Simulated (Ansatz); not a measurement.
**GaN under a change: pressure 45 GPa**

Consider GaN in the zinc blende structure (space group F-43m, No. 216; a = 4.549 Å).

Now apply this change: cell and atoms relaxed at a pressure of 45 GPa.

Computed with Ansatz (an electronic-structure program), PBE, PAW, cutoff 420 eV, no spin-orbit coupling. Settings: 12×12×12 k-points, 0.05 eV Fermi–Dirac smearing.

- Volume per atom = 9.85 Å³ (base 11.76 Å³)
- Lattice parameter a = 4.287 Å (base 4.549 Å)
- Shortest interatomic distance = 1.856 Å (base 1.970 Å)
- Band gap = 2.67 eV (base 1.54 eV)
- Gap character = direct at Γ (base direct at Γ)
- Electron mass = 0.23 mₑ (at Γ) (base 0.14 mₑ (at Γ))
- Hole mass (degenerate bands, along [100]) = 0.23, 0.80, 0.80 mₑ (at Γ) (base 0.14, 0.90, 0.90 mₑ (at Γ))
- Valley order (the lowest conduction-band minima on the path, energy above the VBM, named in the base's zone) = Γ 2.67 eV; X along ⟨100⟩ 3.38 eV (base Γ 1.54 eV; X along ⟨100⟩ 3.35 eV)

Final structure:

```
GaN
1.0
    0.00000     2.14364     2.14364
    2.14364     0.00000     2.14364
    2.14364     2.14364     0.00000
N Ga
1 1
Direct
  0.75000   0.75000   0.75000
  0.00000   0.00000   0.00000
```

Load acts through the strain it causes; cell and atoms are relaxed under it. Masses are band curvatures over ±0.01 Å⁻¹ around the edge. Stability against distortions was not tested. Tetrahedral semiconductors of this kind turn to denser phases somewhere between about 1 and 50 GPa; those were not computed, so compressed cells here can lie past the real transition. This is not the structure that GaN has at room temperature and ambient pressure.
